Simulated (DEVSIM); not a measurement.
Device: Al/SiO2/p-Si capacitor, at 250 K.

| layer (left to right) | material | thickness (nm) | Na (cm⁻³) |
|---|---|---|---|
| 1 | SiO2 | 1.20 | - |
| 2 | Si | 4500 | 1.6e16 |

Metal gate on the left, work function 4.1 eV. Fixed charge at the semiconductor interface 2e11 cm⁻² (in units of +e); no interface traps.

The device is made up for the run: typed textbook-type constants, with dimensions and the other settings drawn at random. Values at 300 K; Nc and Nv go as T^1.5, mobilities as T to minus their exponent, the gap by Varshni's rule with the affinity fixed.

```
parameter         SiO2        Si
----------------  ----  --------
gap (eV)             9     1.124
affinity (eV)      0.9      4.05
permittivity       3.9      11.7
Nc (cm⁻³)            -   2.86e19
Nv (cm⁻³)            -    3.1e19
Varshni α (eV/K)     -  0.000473
Varshni β (K)        -       636
```

Simulated with DEVSIM: 1D Poisson equation in equilibrium, Boltzmann statistics, complete ionisation; no quantum confinement or tunnelling. Metal contacts follow the ideal Schottky-Mott rule: no Fermi-level pinning, no interface dipoles.

The temperature was swept, all else fixed.

| temperature (K) | threshold voltage (band bending 2φF) (V) | minimum of the low-frequency capacitance (μF/cm²) | flat-band voltage (V) |
|---|---|---|---|
| 250 | -0.09 | 0.0433 | -0.94 |
| 300 | ? | ? | -0.89 |
| 350 | -0.17 | 0.0520 | -0.84 |
| 400 | -0.22 | 0.0592 | -0.78 |
| 450 | -0.26 | 0.0697 | -0.73 |
| 500 | -0.30 | 0.0841 | -0.67 |

Task: Some entries are withheld; supply them.

Result: 
- 300, threshold voltage (band bending 2φF) (V): -0.13
- 300, minimum of the low-frequency capacitance (μF/cm²): 0.0483
